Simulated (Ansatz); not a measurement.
**PBE against PBEsol: hypothetical simple cubic Ag, uniaxial stress, 8 GPa tension along x**

Start from Ag in the simple cubic structure (space group Pm-3m, No. 221; a = 2.7507 Å; a hypothetical phase, not in the database extracts checked; relaxed with 0.1 eV smearing). Axes: x, y, z lie along the cube axes.

(Cell as relaxed with PBE.)

Levels (all Ansatz, a quantum-chemistry and plane-wave program, PAW): PBE (420 eV, no spin-orbit coupling); PBEsol (420 eV, spin-orbit coupling left out).

Each level relaxes its own structure.

```
base                      PBE    PBEsol
-------------------  --------  --------
volume per atom      20.81 Å³  19.36 Å³
lattice parameter a   2.751 Å   2.685 Å
band gap                 zero      zero
```

The change: uniaxial stress, 8 GPa tension along x; all other stress components relax to zero.

| quantity | PBE | PBEsol |
|---|---|---|
| shortest interatomic distance | 2.742 Å | 2.679 Å |
| strain response (xx, yy, zz) | (+7.45, −0.31, −0.31) % | (+4.58, −0.22, −0.22) % |
| energy relative to the base (free energy F) | +46 meV/atom | +24 meV/atom |

PBE's shortest interatomic distance lies 0.063 Å above PBEsol's (2.3 %); PBE's energy relative to the base lies 22 meV/atom above PBEsol's. Neither level is exact; PBEsol is the comparison here, not a measurement.

Stability under load was not tested beyond the relaxation.
